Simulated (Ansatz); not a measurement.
Data:

```yaml
crystal:
  lattice:
    - [0.00000, 3.17100, 3.17100]
    - [3.17100, 0.00000, 3.17100]
    - [3.17100, 3.17100, 0.00000]
  atoms:
    - { symbol: Se, position: [0.00000, 0.00000, 0.00000] }
    - { symbol: Pb, position: [0.50000, 0.50000, 0.50000] }
```

No spin polarisation.

Calculations: PBE, PAW, 420 eV (Ansatz, a program for electronic structure; spin-orbit coupling left out), earlier PAW set. Settings: 9×9×9 k-points, 0.05 eV Fermi–Dirac smearing.

Problem. Predict the band gap, space group and gap character.

Solution. The band gap is 0.60 eV. The space group is Fm-3m (No. 225) and the gap character is direct at L.

With Pb present, leaving out spin-orbit coupling can change the band edges. The cells carry an imposed strain or load. Stability against distortions was not tested. The cell was made from PbSe in the rock salt structure (space group Fm-3m, No. 225) by this change: isotropic strain +2.00 %.
